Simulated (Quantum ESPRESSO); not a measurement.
Input and output of a self-consistent single point for C (Fd-3m, 2 atoms in the cell) (Quantum ESPRESSO).

Computed with PBE, SSSP 1.1.2 efficiency (PBE) pseudopotentials (plane waves; Quantum ESPRESSO).

```yaml
crystal:
  lattice:
    - [-1.75865, 0.00000, 1.75865]
    - [0.00000, 1.75865, 1.75865]
    - [-1.75865, 1.75865, 0.00000]
  atoms:
    - { symbol: C, position: [0.50000, 0.50000, 0.50000] }
    - { symbol: C, position: [0.75000, 0.75000, 0.75000] }
```

Reference input (self-consistent single point, DFT, PBE, plane waves, SSSP 1.1.2 efficiency (PBE) pseudopotentials): ecutwfc = 45 Ry; ecutrho = 360 Ry; occupations = fixed; potentials = {C: C.pbe-n-kjpaw_psl.1.0.0.UPF}; K_POINTS = automatic 16 16 16 0 0 0; nbnd = 10; conv_thr = 1e-10 Ry. This run's input differs from it in these lines:

```diff
@@ -13,4 +13,4 @@
    ntyp = 1,
-   ecutwfc = 45,
-   ecutrho = 360,
+   ecutwfc = 31,
+   ecutrho = 248,
    occupations = 'fixed',
```

Log, with long lists cut:

```
     Self-consistent Calculation

     iteration #  1     ecut=    31.00 Ry     beta= 0.70

     total energy              =     -36.84124082 Ry
     estimated scf accuracy    <       0.12749085 Ry

     iteration #  2     ecut=    31.00 Ry     beta= 0.70

     total energy              =     -36.85070247 Ry
     estimated scf accuracy    <       0.00234207 Ry

     iteration #  3     ecut=    31.00 Ry     beta= 0.70

     total energy              =     -36.85085394 Ry
     estimated scf accuracy    <       0.00007894 Ry

     iteration #  4     ecut=    31.00 Ry     beta= 0.70

     total energy              =     -36.85085626 Ry
     estimated scf accuracy    <       0.00000012 Ry

     iteration #  5     ecut=    31.00 Ry     beta= 0.70

     total energy              =     -36.85085629 Ry
     estimated scf accuracy    <          5.4E-09 Ry

     iteration #  6     ecut=    31.00 Ry     beta= 0.70
     End of self-consistent calculation

     Number of k-points >= 100: set verbosity='high' to print the bands.

     highest occupied, lowest unoccupied level (ev):    14.2151   18.3777

!    total energy              =     -36.85085629 Ry
     estimated scf accuracy    <          2.0E-11 Ry

     convergence has been achieved in   6 iterations

     Forces acting on atoms (cartesian axes, Ry/au):

     atom    1 type  1   force =     0.00000000    0.00000000    0.00000000
     atom    2 type  1   force =     0.00000000   -0.00000000    0.00000000

     Total force =     0.000000     Total SCF correction =     0.000000

          total   stress  (Ry/bohr**3)                   (kbar)     P=       90.75
   0.00061693  -0.00000000   0.00000000           90.75       -0.00        0.00
  -0.00000000   0.00061693   0.00000000           -0.00       90.75        0.00
  -0.00000000  -0.00000000   0.00061693           -0.00       -0.00       90.75

   JOB DONE.
```

The run converged in 6 iterations. Against the reference run the free energy goes up by 92.5 meV/atom, the pressure goes from 22.05 to 9.08 GPa and the gap on the mesh goes from 4.242 to 4.163 eV.

The starting cell comes from a database of computed structures (which also holds hypothetical and non-ambient phases and stackings), without a prior relaxation at this level. Its lattice was rescaled by a random factor within 2.5 % of one. At the lowered cutoff the pressure carries the error of an incomplete plane-wave basis.
